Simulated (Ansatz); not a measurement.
## CsSnI3: pressure series

Start from CsSnI₃ in the cubic perovskite structure (space group Pm-3m, No. 221; a = 6.271 Å).

Cell and atoms are relaxed at each pressure.

Method: PBE/PAW in Ansatz (a first-principles code), no spin-orbit coupling.

For the base:

- Band gap = 0.45 eV

Q: The aim is a band gap between 0.28 eV and 0.34 eV. Which of these changes reaches it?
(A) pressure 5 GPa
(B) pressure −2 GPa
(C) pressure 1.5 GPa
(D) pressure 0.7 GPa

A: D, pressure 0.7 GPa. It gives 0.30 eV; pressure 5 GPa gives zero; pressure 1.5 GPa gives 0.12 eV; pressure −2 GPa gives 1.15 eV. Changes not listed may reach it too

The mesh was chosen for an insulator and is coarse for the gapless case. With I present, leaving out spin-orbit coupling can change the band edges. Load acts through the strain it causes; cell and atoms are relaxed under it. Whether these cells are dynamically stable was not tested. Competing high-pressure phases were not computed. All final runs are without spin polarisation. Many cubic perovskites are stable only at high temperature; tilts and polar distortions were not tested. The zero or small gap of CsSnI3 under pressure 0.7 GPa, CsSnI3 under pressure 5 GPa and CsSnI3 under pressure 1.5 GPa can change with the level of theory.
